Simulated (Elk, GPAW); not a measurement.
An Elk input for a self-consistent single point of Nb (Im-3m, 1 atom in the cell) (DFT, PBE, all-electron FP-LAPW, Elk's shipped species files, default APW+lo basis):

```
tasks
  0

xctype
  20

rgkmax
  7.0

stype
  3

swidth
  0.00183747

scale
  5.31343213

avec
   -0.5773502692    0.5773502692    0.5773502692
    0.5773502692   -0.5773502692    0.5773502692
    0.5773502692    0.5773502692   -0.5773502692

atoms
  1   : nspecies
  'Nb.in'   : spfname
  1   : natoms; atposl, bfcmt below
  0.0000000000  0.0000000000  0.0000000000    0.0 0.0 0.0

ngridk
  9 9 9
```

### Question
Give the GPAW input for the same structure, mesh, smearing and functional.

### Answer
One input that does it (others would too):

```python
from ase import Atoms
from ase.units import GPa
from gpaw import GPAW

atoms = Atoms(['Nb'],
              cell=[[-1.623363, 1.623363, 1.623363],
                    [1.623363, -1.623363, 1.623363],
                    [1.623363, 1.623363, -1.623363]],
              scaled_positions=[[0.000000, 0.000000, 0.000000]],
              pbc=True)

calc = GPAW(mode={'name': 'pw', 'ecut': 550},
            xc='PBE',
            kpts=(9, 9, 9),
            occupations={'name': 'fermi-dirac', 'width': 0.05},
            nbands=-7,
            symmetry={'symmorphic': False, 'tolerance': 0.0005},
            maxiter=150)

atoms.calc = calc

energy = atoms.get_potential_energy()
print('Energy (eV):', round(energy, 6))
forces = atoms.get_forces()
print('Forces (eV/Ang):')
print(forces.round(5))
stress = atoms.get_stress()
print('Stress (GPa, Voigt):', (stress / GPa).round(4))
```

Basis, cutoffs, solver keys and any potentials are the target program's own. This input uses DFT PBE, plane waves, GPAW PAW datasets PBE (gpaw-data 1.0.1).

The starting cell comes from a database of computed structures (which also holds hypothetical and non-ambient phases and stackings), without a prior relaxation at this level. Its lattice was rescaled by a random factor within 2.5 % of one. For this run, on top of that: lattice scaled by 0.98.
